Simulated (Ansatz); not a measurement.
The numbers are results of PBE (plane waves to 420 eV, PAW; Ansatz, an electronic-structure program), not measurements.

Electrostatic potential energy of an electron, averaged over planes parallel to the surface, in eV from the Fermi level, for a constructed model of the (111)A surface of zinc-blende GaAs, Ga-terminated, 2x2 Mg adatom at T4 (bottom of the slab: 3 H on 4 bottom sites):

(z (Å), V (eV)): (3.95, 4.22); (4.24, 4.22); (4.52, 4.22); (4.80, 4.22); (5.08, 4.22); (5.37, 4.22); (5.65, 4.22); (5.93, 4.22); (6.21, 4.21); (6.50, 4.21); (6.78, 4.19); (7.06, 4.16); (7.34, 4.09); (7.62, 3.93); (7.91, 3.56); (8.19, 2.53); (8.47, 1.85); (8.75, 1.54); (9.04, 0.13); (9.32, -1.52); (9.60, -2.54); (9.88, -4.22); (10.17, -5.75); (10.45, -6.12); (10.73, -4.62); (11.01, -2.40); (11.30, 0.02); (11.58, 1.90); (11.86, 2.26); (12.14, 1.00); (12.43, -1.06); (12.71, -1.73); (12.99, -2.54); (13.27, -4.88); (13.56, -6.51); (13.84, -5.57); (14.12, -3.52); (14.40, -1.55); (14.69, 0.81); (14.97, 2.24); (15.25, 2.20); (15.53, 0.48); (15.81, -1.34); (16.10, -1.83); (16.38, -3.03); (16.66, -5.40); (16.94, -6.48); (17.23, -4.99); (17.51, -3.01); (17.79, -0.95); (18.07, 1.24); (18.36, 2.28); (18.64, 1.81); (18.92, 0.10); (19.20, -1.72); (19.49, -2.55); (19.77, -3.48); (20.05, -4.96); (20.33, -5.51); (20.62, -4.06); (20.90, -2.13); (21.18, -0.62); (21.46, 0.68); (21.75, 1.60); (22.03, 1.56); (22.31, 1.39); (22.59, 1.81); (22.87, 2.60); (23.16, 3.12); (23.44, 3.38); (23.72, 3.54); (24.00, 3.63); (24.29, 3.68); (24.57, 3.71); (24.85, 3.72); (25.13, 3.73); (25.42, 3.74); (25.70, 3.74); (25.98, 3.74); (26.26, 3.74); (26.55, 3.74); (26.83, 3.74)

Model: 36-atom slab, 14.2 Å thick at the start with caps and adatoms, 3x3x1 mesh, Fermi-Dirac 0.025 eV, dipole correction, 8 atoms held, the rest relaxed; held to the start's symmetry, so lower structures may exist; spin-polarised, ending with about 0.8 μB a cell, a value that depends on the mesh; orders that need a larger cell were not tried, no spin-orbit, no U. The slab shows no gap on its mesh. In PBE it lies 0.01 eV a 1x1 cell over the lowest computed structure of the same composition (2x2 Mg adatom at H3).

**Question.** The surface cell has an area of 57.18 Å². What dipole along the normal does the step between the two vacuum levels imply?

**Answer.** the top vacuum level lies 0.48 eV below the bottom one; p = −ε₀ A ΔV (ε₀ = 0.005526 e/(V·Å)) gives 0.15 e·Å a cell.
